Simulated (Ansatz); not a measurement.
Base system: BN in the wurtzite structure (space group P6_3mc, No. 186; a = 2.523 Å, c = 4.175 Å).

Method: LDA in Ansatz (plane waves to 420 eV, PAW, without spin-orbit coupling).

Before the change:

| Item | Value |
|---|---|
| Band gap | 4.93 eV |
| Electron mass | 0.30 mₑ along c, 0.50 mₑ across (at K) |

Now apply this change: every lattice vector is stretched by 2.40 %; the atoms relax in the strained cell.

Problem. What happens to the band gap, energy relative to the base and electron mass?

Solution. The band gap increases by 0.14 eV, from 4.93 eV to 5.07 eV; the energy rises by 35 meV/atom; the electron mass becomes 0.31 mₑ along c, 0.52 mₑ across (at K) (base: 0.30 mₑ along c, 0.50 mₑ across (at K)).

Masses are band curvatures over ±0.01 Å⁻¹ around the edge. No phonon test of stability was made.

Ansatz is a first-principles code.
